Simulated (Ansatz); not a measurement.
Results of PBEsol+SOC in Ansatz (PAW) for Sr₃P₂ (model structure, started from the A-La2O3 type, P-3m1, No. 164, 5 atoms in the cell).

Numerical settings: plane-wave cutoff 520 eV, 12×12×6 k mesh (along the axes of the cell as run), Fermi–Dirac smearing 0.01 eV, PAW data made under PBE.

Cell (relaxed with PBEsol):

```xyz
5
Lattice="5.0848 0.0000 0.0000 -2.5424 4.4036 0.0000 0.0000 0.0000 6.5760" Properties=species:S:1:pos:R:3 pbc="T T T"
P      0.0000     2.9357     1.4181
P      2.5424     1.4679     5.1579
Sr     0.0000     0.0000     0.0000
Sr     0.0000     2.9357     4.5148
Sr     2.5424     1.4679     2.0612
```

**Question.** Estimate the band gap and smallest direct gap on the k points sampled that the calculation returns.

**Answer.** 
* **band gap**: 0.55 eV (indirect)
* **smallest direct gap on the k points sampled**: 1.11 eV

Note: the relaxation could raise the start's symmetry but not lower it, so the cell can be a saddle point.

Computed values are for the static lattice.

A model structure was made by putting elements into a prototype or built by hand; it is no filed structure, need not be a known phase, and can be a saddle point held by its symmetry.

Ansatz is an electronic-structure program.
